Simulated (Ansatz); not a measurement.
The parent structure is SnO2 in the rutile structure (space group P4_2/mnm, No. 136; a = 4.7599 Å, c = 3.2008 Å). Axes: x, y, z lie along a, b, c of the conventional cell.

Computed with r2SCAN (Ansatz, an electronic-structure program, PAW, scalar-relativistic without spin-orbit coupling).

Strains are applied to the cell and any free atomic positions relax; under biaxial strain the out-of-plane vector relaxes too.

One change was made to it. Results:

```json
[
 {"quantity": "hole mass", "base": "1.7 mₑ along c, 1.3 mₑ across (at Γ)", "after": "1.4 mₑ along x, 1.2 mₑ along y, 1.7 mₑ along z (at Γ)"},
 {"quantity": "band gap", "base": "1.77 eV", "after": "1.88 eV"},
 {"quantity": "gap character", "base": "direct at Γ", "after": "direct at Γ"},
 {"quantity": "shortest interatomic distance", "base": "2.059 Å", "after": "2.047 Å"}
]
```

**Question.** What was done to the base?
A. isotropic strain +2.65 %
B. uniaxial strain ε_zz = +0.79 %
C. uniaxial strain ε_xx = −1.11 %
D. biaxial strain −2.70 %, plane normal [001], relaxed out of plane

**Answer.** C, uniaxial strain ε_xx = −1.11 %. For comparison, the band gap in the other runs: uniaxial strain ε_zz = +0.79 % gives 1.65 eV; biaxial strain −2.70 %, plane normal [001], relaxed out of plane gives 2.06 eV; isotropic strain +2.65 % gives 0.92 eV.

Effective masses come from finite differences of ±0.01 Å⁻¹. No phonon test of stability was made. The base started in Pnnm and relaxed to P4_2/mnm at this level. k-point labels follow each cell's own Brillouin zone.
